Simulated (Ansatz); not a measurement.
## What isotropic strain +0.50 % does to Sn

Start from Sn in the diamond structure (space group Fd-3m, No. 227; a = 6.474 Å; relaxed with 0.1 eV smearing).

One thing is altered: every lattice vector is stretched by 0.50 %; the atoms relax in the strained cell.

Level of theory: DFT with LDA, PAW potentials and a 420 eV plane-wave cutoff in Ansatz (a first-principles code), no spin-orbit coupling. k-mesh 16×16×16 (Γ-centred); smearing 0.1 eV (Fermi–Dirac).

- Volume per atom: 34.44 Å³ (base 33.93 Å³)
- Space group: Fd-3m (No. 227) (base Fd-3m (No. 227))
- Energy relative to the base (free energy F): +1.1 meV/atom
- Pressure: -0.7 GPa (base 0.0 GPa)
- Band gap: zero (base zero)

Final structure:

```xyz
2
Lattice="0.0000 3.2534 3.2534 3.2534 0.0000 3.2534 3.2534 3.2534 0.0000" Properties=species:S:1:pos:R:3 pbc="T T T"
Sn     0.0000     0.0000     0.0000
Sn     1.6267     1.6267     1.6267
```

Stability against distortions was not tested.
